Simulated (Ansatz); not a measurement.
Given:

```
CELL_PARAMETERS angstrom
      3.28307     0.00000     0.00000
     -1.64154     2.84323     0.00000
      0.00000     0.00000     5.34640
ATOMIC_POSITIONS crystal
  Ga 0.66667 0.33333 0.00113
  Ga 0.33333 0.66667 0.50113
  N  0.66667 0.33333 0.62407
  N  0.33333 0.66667 0.12407
```

No spin polarisation.

Method: DFT with r2SCAN, PAW potentials and a 500 eV plane-wave cutoff in Ansatz (an electronic-structure program), without spin-orbit coupling. k-mesh 12×12×7 (Γ-centred); smearing 0.05 eV (Fermi–Dirac).

Question: Predict the electron mass, band gap, gap character and space group.

Answer: 
- Electron mass = 0.13 mₑ along c, 0.14 mₑ across (at Γ)
- Band gap = 1.71 eV
- Gap character = direct at Γ
- Space group = P6_3mc (No. 186)

The cells carry an imposed strain or load. Masses are band curvatures over ±0.01 Å⁻¹ around the edge. Stability against distortions was not tested. The cell was made from GaN in the wurtzite structure (space group P6_3mc, No. 186) by this change: isotropic strain +3.14 %.
